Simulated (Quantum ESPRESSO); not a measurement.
Input and output of a self-consistent single point for Ca3In (Fm-3m, 4 atoms in the cell) (Quantum ESPRESSO).

Computed with LDA (PZ), GBRV 1.5 ultrasoft (LDA) pseudopotentials (plane waves; Quantum ESPRESSO).

The change in words: lattice scaled by 0.98. Reference geometry:
```
Ca3In
1.0
    0.00000     4.03612     4.03612
    4.03612     0.00000     4.03612
    4.03612     4.03612     0.00000
Ca In
3 1
Direct
  0.25000   0.25000   0.25000
  0.75000   0.75000   0.75000
  0.50000   0.50000   0.50000
  0.00000   0.00000   0.00000
```

Reference input (self-consistent single point, DFT, LDA (PZ), plane waves, GBRV 1.5 ultrasoft (LDA) pseudopotentials): ecutwfc = 40 Ry; ecutrho = 200 Ry; occupations = smearing; smearing = fermi-dirac; degauss = 0.0073499 Ry; potentials = {Ca: ca_lda_v1.uspp.F.UPF, In: in_lda_v1.4.uspp.F.UPF}; K_POINTS = automatic 5 5 5 0 0 0; conv_thr = 1e-11 Ry; mixing_beta = 0.4. This run's input differs from it in these lines:

```diff
@@ -33,5 +33,5 @@
 CELL_PARAMETERS {bohr}
-   0.0000000000     7.6271614061     7.6271614061
-   7.6271614061     0.0000000000     7.6271614061
-   7.6271614061     7.6271614061     0.0000000000
+   0.0000000000     7.4746189339     7.4746189339
+   7.4746189339     0.0000000000     7.4746189339
+   7.4746189339     7.4746189339     0.0000000000
```

The program printed (abridged):

```
     Self-consistent Calculation

     iteration #  1     ecut=    40.00 Ry     beta= 0.40

---- Real-time Memory Report at c_bands before calling an iterative solver
           169 MiB given to the printing process from OS
            48 MiB allocation reported by mallinfo(arena+hblkhd)
------------------

     total energy              =    -357.85796365 Ry
     estimated scf accuracy    <       0.70904131 Ry

     iteration #  2     ecut=    40.00 Ry     beta= 0.40

---- Real-time Memory Report at c_bands before calling an iterative solver
           199 MiB given to the printing process from OS
   [... lines left out ...]

---- Real-time Memory Report at c_bands before calling an iterative solver
           207 MiB given to the printing process from OS
            69 MiB allocation reported by mallinfo(arena+hblkhd)
------------------

     total energy              =    -357.92192935 Ry
     estimated scf accuracy    <          3.4E-11 Ry

     iteration # 15     ecut=    40.00 Ry     beta= 0.40

---- Real-time Memory Report at c_bands before calling an iterative solver
           207 MiB given to the printing process from OS
            69 MiB allocation reported by mallinfo(arena+hblkhd)
------------------
     End of self-consistent calculation

     the Fermi energy is     7.4006 ev

!    total energy              =    -357.92192935 Ry
     estimated scf accuracy    <          6.6E-12 Ry
     smearing contrib. (-TS)   =      -0.00695849 Ry
     internal energy E=F+TS    =    -357.91497086 Ry

     convergence has been achieved in  15 iterations

     Forces acting on atoms (cartesian axes, Ry/au):

     atom    1 type  1   force =    -0.00000000   -0.00000000   -0.00000000
   [... zero for the other atoms too ...]

     Total force =     0.000000     Total SCF correction =     0.000000

          total   stress  (Ry/bohr**3)                   (kbar)     P=      -17.17
  -0.00011672   0.00000000   0.00000000          -17.17        0.00        0.00
   0.00000000  -0.00011672   0.00000000            0.00      -17.17        0.00
   0.00000000   0.00000000  -0.00011672            0.00        0.00      -17.17

   JOB DONE.
```

The run converged in 15 iterations. Against the reference run the free energy falls by 25.9 meV/atom and the pressure goes from -3.02 to -1.72 GPa.

The starting cell comes from a database of computed structures (which also holds hypothetical and non-ambient phases and stackings), without a prior relaxation at this level. For this run, on top of that: lattice scaled by 0.98.
